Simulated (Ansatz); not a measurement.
## What H interstitial (started 1.71 Å from the nearest host atom), symmetric start does to TaSi2

The reference is a 9-atom supercell of TaSi₂ (space group P6_222, No. 180; a = 4.759 Å, c = 6.561 Å) at its relaxed geometry.

One thing is altered: a neutral H interstitial (started 1.71 Å from the nearest host atom), symmetric start, atoms relaxed at fixed cell.

All numbers come from PBEsol, PAW, 420 eV (Ansatz, a first-principles code; spin-orbit coupling left out). k-mesh 10×10×10 (Γ-centred); smearing 0.05 eV (Fermi–Dirac).

The largest displacement of a host atom from its site in the perfect cell amounts to 0.11 Å and the final site of the added atom is 4 Si at 1.81 Å and 4 Ta at 2.62 Å.

Final structure:

```xyz
10
Lattice="4.7588 0.0000 0.0000 -2.3794 4.1212 0.0000 -2.3794 -4.1212 6.5606" Properties=species:S:1:pos:R:3 pbc="T T T"
Ta     2.3794     0.0000    -0.0080
Ta     1.1897     2.0606     2.1949
Ta     1.1897    -2.0606     4.3738
Si     0.0231     1.4023    -0.0510
Si    -1.2260     0.6811     2.2378
Si    -1.1349    -0.6552     4.3738
Si     2.3563     2.7189    -0.0510
Si     1.2260    -0.6811     2.2378
Si     1.1349     0.6552     4.3738
H      0.0000     0.0000     1.0934
```

In so small a cell the defect repeats every few ångströms: this is an ordered compound, not a dilute defect. The defect started on the symmetric site and kept its symmetry, so it may sit on a saddle. All final runs are without spin polarisation. An odd electron count without spin: TaSi2. The defect cell is not spin-polarised.
